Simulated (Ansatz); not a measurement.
Input and output of a self-consistent single point for Zr3Hg (Pm-3n, 8 atoms in the cell) (Ansatz, a program for electronic structure).

Method of the run: PBEsol, default PAW files made with PBE (plane waves; Ansatz).

```
Zr3Hg
1.0
    5.59122     0.00000     0.00000
    0.00000     5.59122     0.00000
    0.00000     0.00000     5.59122
Zr Hg
6 2
Direct
  0.50000   0.25000   0.00000
  0.50000   0.75000   0.00000
  0.25000   0.00000   0.50000
  0.75000   0.00000   0.50000
  0.00000   0.50000   0.25000
  0.00000   0.50000   0.75000
  0.50000   0.50000   0.50000
  0.00000   0.00000   0.00000
```

Reference input (self-consistent single point, DFT, PBEsol, plane waves, default PAW files made with PBE): kpoints.mp_grid.grid = 5 5 5; kpoints.mp_grid.shift = 0.5 0.5 0.5; hamiltonian.xc = pbesol; hamiltonian.pseudopotentials = {kind: paw} (the program's default PAW files); scf.occupations.method = cold; scf.occupations.width = 0.2 eV. This run's input differs from it in these lines:

Ansatz 0.2 input:
```diff
@@ -20,3 +20,3 @@
 scf:
-  occupations: { method: cold, width: 0.2 }
+  occupations: { method: fermi_dirac, width: 0.1 }
 output:
```

The program printed (abridged):

```
SCF iter   1: F=—  HF=-52110.013885 eV  |F-HF|=—  |Δ(HF+E_count)|=         —  Δρ=4.35e-3  dr2=2.46e-2  ethr=1.77e-3  ⟨swp⟩=4.3  Hψ=2162  notcnv=0
all-band conjugate gradients solve this SCF's bands
preconditioner: auto → Kerker (q_TF=auto, 2.533 Å⁻¹)
SCF iter   2: F=—  HF=-52110.011654 eV  |F-HF|=—  |Δ(HF+E_count)|=   2.23e-3  Δρ=2.63e-3  dr2=9.89e-3  ethr=2.19e-5  ⟨swp⟩=1.5  Hψ=800  notcnv=0  defer=2
SCF iter   3: F=—  HF=-52110.009816 eV  |F-HF|=—  |Δ(HF+E_count)|=   1.84e-3  Δρ=3.43e-4  dr2=1.88e-4  ethr=8.83e-6  ⟨swp⟩=2.0  Hψ=819  notcnv=0  defer=2
SCF iter   4: F=—  HF=-52110.009798 eV  |F-HF|=—  |Δ(HF+E_count)|=   1.82e-5  Δρ=1.40e-4  dr2=3.06e-5  ethr=1.68e-7  ⟨swp⟩=2.0  Hψ=1219  notcnv=0  defer=2
SCF iter   5: F=—  HF=-52110.009740 eV  |F-HF|=—  |Δ(HF+E_count)|=   5.77e-5  Δρ=2.44e-5  dr2=8.75e-7  ethr=2.73e-8  ⟨swp⟩=3.0  Hψ=1158  notcnv=0  defer=2
SCF iter   6: F=-52110.009740 eV  HF=-52110.009740 eV  |F-HF|=3.53e-8  |Δ(HF+E_count)|=   1.04e-7  Δρ=6.54e-6  dr2=7.35e-8  ethr=8.93e-11  ⟨swp⟩=6.0  Hψ=2587  notcnv=0
SCF 1 converged in 6 iterations: F = -52110.009740 eV  dr2 = 7.35e-8
Free energy (F): -52110.009740 eV
Internal energy: -52109.800495 eV  (E = F + TS)
E sigma→0 (E₀):  -52109.905117 eV
Entropy (-TS):   -0.209245 eV (-26.156 meV/atom)
Fermi energy:    15.107265 eV
--- Forces (eV/Å), atoms counted from 1 ---
  atom   1  Zr     0.00000000    -0.00000000     0.00000000
   [... zero for the other atoms too ...]
--- Stress (GPa, compression-positive) ---
       -3.999429      -0.000000       0.000000
        0.000000      -3.999429       0.000000
       -0.000000       0.000000      -3.999429
  P = ⅓ Tr σ = -3.9994 GPa (-39.994 kbar)
  The stress holds the Pulay correction. Without it, at fixed plane waves, as pw.x and ABINIT print it: P = -4.0236 GPa
```

The run converged in 6 iterations. Against the reference run the free energy drops by 15.3 meV/atom and the pressure goes from -4.11 to -4.00 GPa.

The starting cell comes from a database of computed structures (which also holds hypothetical and non-ambient phases and stackings), without a prior relaxation at this level. With a pressure of about -4 GPa the cell is away from its equilibrium volume at this level. Ansatz's pressure includes its estimate of the finite-basis (Pulay) stress.
